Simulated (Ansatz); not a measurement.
The structure below was relaxed with PBEsol in Ansatz (plane waves to 420 eV, PAW, no spin-orbit coupling).

```xyz
6
Lattice="6.7935 0.0000 0.0000 -3.3968 5.8834 0.0000 0.0000 0.0000 3.9333" Properties=species:S:1:pos:R:3 pbc="T T T"
Y      3.3968     0.0000     0.0000
Y      1.6984     2.9417     0.0000
Y     -1.6984     2.9417     0.0000
Pt     0.0000     0.0000     0.0000
Pt     0.0000     3.9222     1.9667
Pt     3.3968     1.9611     1.9667
```

### Question
Find the space group and the Wyckoff positions.

### Answer
Space group P6/mmm (No. 191); a = 6.7935 Å, b = 6.7935 Å, c = 3.9333 Å, α = 90.00°, β = 90.00°, γ = 120.00°

```
atom  site  symmetry       x       y       z
----  ----  --------  ------  ------  ------
Y       3f       mmm  0.0000  0.5000  0.0000
Pt      1a     6/mmm  0.0000  0.0000  0.0000
Pt      2d      -6m2  0.3333  0.6667  0.5000
```

### Question
Describe the coordination.

### Answer
The crystal has 6 atoms in its conventional cell. Lattice parameters: a = b = 6.7935 Å, c = 3.9333 Å, α = β = 90.00°, γ = 120.00°. Y is surrounded by 4 Pt at 2.777 Å and 2 Pt at 3.397 Å and 4 Y at 3.397 Å and 2 Y at 3.933 Å. Pt1 is coordinated by 6 Y at 3.397 Å. Pt2 has 6 Y at 2.777 Å (trigonal prismatic). (Neighbours: up to the widest gap in distance over summed covalent radii, below 1.35, at either atom.)

Stability against distortions was not tested. The final runs are not spin-polarised. The cell was made from TlPt by this change: Tl → Y; the result is a hypothetical phase, not in the database extracts checked.

Ansatz is an electronic-structure program.
